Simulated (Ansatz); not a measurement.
H interstitial started at a bond centre in zinc-blende BN: one set of geometries, relaxed with PBE, evaluated in Ansatz (PAW, plane waves to 420 eV, 500 eV under r2SCAN) with PBE, r2SCAN.

Details: 64-site cell; 2×2×2 shifted k-points; start: bond centre of B and N, 1.57 Å; charged states image-corrected; finite-size errors of tenths of an eV; flagged in the runs: a doubtful potential alignment, a strain field that reaches the edge of the cell.

```tsv
quantity	PBE	r2SCAN
host gap (eV)	4.46	4.99
ε(+1/0) above the VBM (eV)	3.05	3.29
neutral formation energy against H2 molecule in a box (eV)	5.07	5.14
largest moment on one atom at charge 0 (μB)	0.13	0.15
```

PBE narrows the gap by 0.53 eV against r2SCAN, the highest level run, and puts the levels 0.24 eV lower above the valence-band maximum on average.

Ansatz is a first-principles code.
